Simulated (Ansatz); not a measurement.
AlB2-type ZrB2, treated with PBE-D3(BJ) in Ansatz (PAW).

Numerical settings: plane-wave cutoff 520 eV, 24×24×18 k mesh (along the axes of the cell as run), Fermi–Dirac smearing 0.083 eV (set by the program), scalar-relativistic PAW data made under PBE.

Computed at the level's own relaxed cell.

Hill averages of the elastic tensor: K = 250.4 GPa, G = 247.1 GPa. Volume 10.018 Å³/atom, mean atomic mass 37.615 u.

**Question.** Work out the density, the sound velocities of a polycrystal and the elastic Debye temperature, and Pugh's ratio at this level.

**Answer.** ρ = 1.66054 × 37.615/10.018 = 6.235 g/cm³. v_l = √[(K + 4G/3)/ρ] = 9.644 km/s and v_t = √(G/ρ) = 6.295 km/s. The mean follows from 3/v_m³ = 1/v_l³ + 2/v_t³: v_m = 6.900 km/s. Θ_D = (ħ/k_B) v_m (6π²/V)^(1/3) = 76.38 K Å s/km × 6.900 × 1.8081 Å⁻¹ = 953 K, counting all atoms of the cell. K/G = 1.01, to be set beside Pugh's rough bound of 1.75 between brittle and ductile metals.

Note: the dispersion coefficients are held fixed in the derivatives.

Ansatz is a program for electronic structure.
